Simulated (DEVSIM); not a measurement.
System: Schottky contact on p-type CdTe, at 300 K.

Layer 1 from the left is CdTe, thickness (μm) 0.750, Na (cm⁻³) 5.7e15, τn (s) 4.8e-10, τp (s) 4.8e-10.

Left contact: Schottky, work function 4.61 eV, emission velocity 4.6e6 cm/s. Right contact: ohmic. Voltage is applied to the left contact. Recombination: SRH at mid-gap, Auger. Mobility is μmin + (μ − μmin)/(1 + (N/Nref)^α).

This is a model device: material constants are rounded textbook-type values typed into the input, and sizes, dopings and lifetimes were drawn at random. Values at 300 K.

CdTe: gap (eV) 1.5, affinity (eV) 4.28, permittivity 10.2, Nc (cm⁻³) 8e17, Nv (cm⁻³) 1.8e19, μn (cm²/Vs) 1000, μp (cm²/Vs) 80, μn,min 100, μp,min 10, Nref,n 1e17, Nref,p 1e17, αn 0.6, αp 0.6, Cn (cm⁶/s) 1e-30, Cp (cm⁶/s) 1e-30.

DEVSIM, 1D drift-diffusion, Boltzmann statistics, complete ionisation; no tunnelling, impact ionisation, image-force lowering or self-heating. Metal contacts follow the ideal Schottky-Mott rule: no Fermi-level pinning, no interface dipoles.

Dark forward current:

```tsv
|V| (V)	|J| (A/cm²)
0.05	7.239e-10
0.10	2.522e-9
0.15	7.322e-9
0.20	2.040e-8
0.25	5.664e-8
0.30	1.606e-7
0.35	4.808e-7
0.40	1.604e-6
0.45	6.338e-6
0.50	3.032e-5
0.55	0.0001685
0.60	0.001019
0.65	0.006373
0.70	0.03998
0.75	0.2447
0.80	1.385
0.85	6.346
0.90	19.84
0.95	42.71
1.00	72.15
1.05	105.6
1.10	141.7
1.15	179.3
1.20	218.1
1.25	257.7
1.30	297.9
```

Work out the local ideality factor n = ΔV / (kT/q · ln(J2/J1)) between the rows 0.15 and 0.20 V, 0.65 and 0.70 V, 1.25 and 1.30 V.

kT/q = 25.85 mV. From 0.15 to 0.20 V: ln(2.040e-8/7.322e-9) = 1.025, n = 1.89, near the 2 of recombination in the depletion region. From 0.65 to 0.70 V: ln(0.03998/0.006373) = 1.836, n = 1.05, near the 1 of diffusion or emission over a barrier. From 1.25 to 1.30 V: ln(297.9/257.7) = 0.145, n = 13.34; the layers' resistance at their doping, Σ W/(qμN) = 0.0012 Ω cm², would take 48 mV of this step of 50 mV.

Estimate the current at 0.65 V for emission alone, J0 = q v N_band exp(−φB/kT), and read the barrier back from the simulated current.

φB = 1.170 eV, N_band = 1.80e19 cm⁻³, J0 = 2.92e-13 A/cm²; J = J0 (exp(qV/kT) − 1) = 0.0243 A/cm². The simulation gives 0.00637 A/cm²; the estimate lies 280 % above. Read backwards, the simulated current gives an apparent barrier of 1.205 eV. The estimate leaves out transport through the depletion region and minority injection.
